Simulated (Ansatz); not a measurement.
Base system: TiSi₂ (space group Fddd, No. 70; a = 4.7791 Å, b = 8.2295 Å, c = 8.5206 Å).

Structures relaxed with r2SCAN/PAW in Ansatz (a quantum-chemistry and plane-wave program), no spin-orbit coupling.

Base:

Simulated powder pattern, Cu Kα1, λ = 1.54056 Å (kinematic, ideal powder, no thermal factors, no anomalous dispersion; the 10 strongest lines at most, above 2 %, up to 2θ = 90°):

```
2θ (°)  I/Imax (%)    hkl
------  ----------  -----
39.29          100  (131)
42.40           40  (004)
43.38           74  (202)
49.97           48  (133)
67.56           18  (135)
69.00           17  (331)
72.31           15  (062)
76.84           12  (333)
78.24           12  (206)
80.71           11  (260)
```

The change: Ni takes the place of Si on all its sites, then cell and atoms are relaxed.

Q: How do the reflections move or split?

A: 
Simulated powder pattern, Cu Kα1, λ = 1.54056 Å (kinematic, ideal powder, no thermal factors, no anomalous dispersion; the 10 strongest lines at most, above 2 %, up to 2θ = 90°):

| 2θ (°) | I/Imax (%) | hkl |
|---|---|---|
| 42.26 | 100 | (131) |
| 42.77 | 48 | (004) |
| 45.30 | 81 | (202) |
| 52.62 | 50 | (133) |
| 70.05 | 20 | (135) |
| 73.75 | 17 | (331) |
| 79.02 | 13 | (062) |
| 80.13 | 13 | (206) |
| 81.55 | 12 | (333) |
| 88.46 | 10 | (260) |

The indices refer to each structure's own conventional cell; one index is shown for lines that coincide.

Stability against distortions was not tested. As relaxed here, TiNi2 is a hypothetical phase, not in the database extracts checked. Starting moments died away, wholly or in part, for Si → Ni; another magnetic solution may exist. All final runs are without spin polarisation.
